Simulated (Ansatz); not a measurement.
# Bi: pressure 3 GPa

Start from Bi (space group C2/m, No. 12; a = 7.0839 Å, b = 6.1896 Å, c = 3.3150 Å, α = γ = 90.00°, β = 117.02°; a cell from a computed database, its experimental status unchecked).

Modification: cell and atoms relaxed at a pressure of 3 GPa.

Calculations: PBEsol/PAW in Ansatz (an electronic-structure program), no spin-orbit coupling. Settings: 11×11×16 k-points, 0.05 eV Fermi–Dirac smearing.

```tsv
quantity	base	changed	shift
volume per atom	32.37 Å³	30.82 Å³	-1.55 Å³
density	10.72 g/cm³	11.26 g/cm³	+0.54 g/cm³
shortest interatomic distance	3.224 Å	3.164 Å	-0.060 Å
band gap	zero	zero	–
```

Load acts through the strain it causes; cell and atoms are relaxed under it. Whether these cells are dynamically stable was not tested. This is not the structure that Bi has at room temperature and ambient pressure.
